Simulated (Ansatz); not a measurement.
The starting structures come from a database of crystals and need not be the phases stable at ambient conditions.

Inside the gap of an insulator the Bloch states are evanescent, with a wavenumber k + iκ along the transport direction.

Here is the system:

```yaml
crystal:
  lattice:
    - [5.04246, 0.00000, 0.00000]
    - [0.28402, 7.02424, 0.00000]
    - [-2.37922, 3.51212, 2.44919]
  atoms:
    - { symbol: B, position: [0.33574, 0.99003, 0.00000] }
    - { symbol: B, position: [0.66426, 0.00997, 0.00000] }
    - { symbol: B, position: [0.33574, 0.99003, 0.35568] }
    - { symbol: B, position: [0.66426, 0.00997, 0.64432] }
    - { symbol: B, position: [0.98006, 0.34571, 0.64432] }
    - { symbol: B, position: [0.01994, 0.65429, 0.35568] }
    - { symbol: B, position: [0.14780, 0.77944, 0.00000] }
    - { symbol: B, position: [0.85220, 0.22056, 0.00000] }
    - { symbol: B, position: [0.14780, 0.77944, 0.58892] }
    - { symbol: B, position: [0.85220, 0.22056, 0.41108] }
    - { symbol: B, position: [0.55888, 0.36836, 0.41108] }
    - { symbol: B, position: [0.44112, 0.63164, 0.58892] }
```

The cell is taken as given.

Transport runs along the normal of the first two printed cell vectors, the (110) plane of the conventional cell.

The gap is the functional's own, uncorrected, and κ follows it; spin-orbit coupling is left out. Mid-gap means the computed energy nearest the middle.

**Question.** Predict the band gap and the smallest decay constant κ at mid-gap from Ansatz (an electronic-structure program) with r2SCAN.

**Answer.** Gap 1.59 eV on a 12×12×12 mesh; κ = 0.175 1/Å, at (0.500, 0.500) of the in-plane reciprocal vectors. At the zone centre the slowest state has κ = 0.24 1/Å.
